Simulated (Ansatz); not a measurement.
CsSnI3 (P4/mbm, No. 127, 10 atoms in the cell; start COD 4117958; high-temperature phase), treated with r²SCAN0 (plane waves, PAW; Ansatz, a first-principles code).

Input file:

Ansatz 0.2 input:
```yaml
crystal:
  lattice:
    - [8.7182, 0.0, 0.0]
    - [0.0, 8.7182, 0.0]
    - [0.0, 0.0, 6.1908]
  atoms:
    - { symbol: I, position: [0.0, 0.0, 0.0] }
    - { symbol: I, position: [0.5, 0.5, 0.0] }
    - { symbol: I, position: [0.7763, 0.2763, 0.5] }
    - { symbol: I, position: [0.7237, 0.7763, 0.5] }
    - { symbol: I, position: [0.2237, 0.7237, 0.5] }
    - { symbol: I, position: [0.2763, 0.2237, 0.5] }
    - { symbol: Sn, position: [0.0, 0.0, 0.5] }
    - { symbol: Sn, position: [0.5, 0.5, 0.5] }
    - { symbol: Cs, position: [0.5, 0.0, 0.0] }
    - { symbol: Cs, position: [0.0, 0.5, 0.0] }
basis:
  ecutwfc: 520
  ecutrho_ratio: 4
  xc_grid: 3
kpoints:
  mp_grid: { grid: [4, 4, 4] }
hamiltonian:
  xc: r2scan0
  dispersion: none
  pseudopotentials: { azcp: { folder: ./paw }, kind: paw }
scf:
  occupations: { method: fermi_dirac, width: 0.01 }
  convergence: { dr2_threshold: 0.000000001 }
output:
  forces: true
  stress: true
  eigenvalues: true
```

The run printed, among other lines:

```
WARN output.stress: scf.exx.energy_threshold = 1e-6 eV is looser than the 1e-7 eV advised for a stress under a hybrid functional (1e-8 eV for each atom of the …
Crystal: 10 atoms, lattice volume = 470.544 Å³
Basis set: ecut = 520 eV, 12635 PW (Γ), exchange–correlation on 216×216×144 points (27 copies of the dense FFT grid, shifted against one another)
Bands: 89, of which v1, the nominal top of the filled ones, is band 74 counted from 1 (73 counted from 0)
Symmetry: 16 space group operations
Space group: P4/mbm (ITA 127), of the structure as read, at distance tolerance 7.8e-5 Å
k-points: 18 of 64
Initial density: superposition of atomic densities (chi_scale 0.1, normalization cell, long waves kept (reshape's long-wave potential 0.00 eV rms))
Functional: x = r2scan, c = r2scan; τ floored in thin density (d = 2e-4 eV/Å³), warm-up for x = 0.75 r2scan + 0.25 exact, c = r2scan; τ floored in thin density (d = 2e-4 eV/Å³)
SCF iter   1: F=—  HF=-68630.931119 eV  |F-HF|=—  |Δ(HF+E_count)|=         —  Δρ=2.43e-2  dr2=5.68e0  dr2_τ=1.18e-2
SCF iter   2: F=—  HF=-68628.680018 eV  |F-HF|=—  |Δ(HF+E_count)|=    2.25e0  Δρ=6.87e-3  dr2=3.07e-1  dr2_τ=6.24e-3
  ...
Crystal: 10 atoms, lattice volume = 470.544 Å³
Initial density: handed on by an earlier stage of this run
Functional: x = 0.75 r2scan + 0.25 exact, c = r2scan; τ floored in thin density (d = 2e-4 eV/Å³)
Crystal: 10 atoms, lattice volume = 470.544 Å³
SCF iter   4: F=—  HF=-68629.850500 eV  |F-HF|=—  |Δ(HF+E_count)|=   3.43e-8  Δρ=1.46e-6  dr2=1.30e-8  dr2_τ=6.45e-10
SCF iter   5: F=—  HF=-68629.850500 eV  |F-HF|=—  |Δ(HF+E_count)|=   2.78e-8  Δρ=7.94e-7  dr2=1.69e-9  dr2_τ=6.48e-11
SCF 3 converged in 6 iterations: F = -68629.850500 eV  dr2 = 3.13e-10
Free energy (F): -68629.850500 eV
Internal energy: -68629.850500 eV  (E = F + TS)
E sigma→0 (E₀):  -68629.850500 eV
Fermi energy:    5.656153 eV
--- Forces (eV/Å), atoms counted from 1 ---
  atom   1  I      0.00000000    -0.00000000     0.00000000
  atom   2  I      0.00000000    -0.00000000     0.00000000
  atom   3  I      0.02978269     0.02978269    -0.00000000
  atom   4  I     -0.02978269     0.02978269     0.00000000
  atom   5  I     -0.02978269    -0.02978269     0.00000000
  atom   6  I      0.02978269    -0.02978269    -0.00000000
  atom   7  Sn    -0.00000000    -0.00000000     0.00000000
  atom   8  Sn    -0.00000000    -0.00000000    -0.00000000
  atom   9  Cs     0.00000000    -0.00000000    -0.00000000
  atom  10  Cs     0.00000000    -0.00000000     0.00000000
--- Stress (GPa, compression-positive) ---
        0.197153       0.000000      -0.000000
        0.000000       0.197153       0.000000
       -0.000000       0.000000       0.477468
  P = ⅓ Tr σ = 0.2906 GPa (2.906 kbar)
```

The PAW data were made under PBE.

Note: held by symmetry at 0 K, a high-temperature phase can be a saddle point. Note: cell and atoms aren't relaxed at this level (largest force component 0.03 eV/Å, pressure 0.3 GPa).
